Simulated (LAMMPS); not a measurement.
An MD run on a symmetric tilt boundary about [001] in HgSe (zinc blende), boundary plane (310).

All values are model results, not measurements: classical MD, pair style sw, file CdTeZnSeHgS0.sw (LAMMPS).

Σ5, energy 0.45 J/m² at 0 K; heated in steps, 60 ps sampled at each, free outer surfaces; steps at which the grains lost their order are left out.

```
T (K)  disordered width (Å)  disordered share in the grains
-----  --------------------  ------------------------------
525                     4.7                            0.00
735                     5.0                            0.00
840                     5.1                            0.02
945                       …                            0.05
1018                      …                            0.06
```

### Question
What belongs in the gaps?

### Answer

- 1018, disordered width (Å): 6.3
- 945, disordered width (Å): 5.5
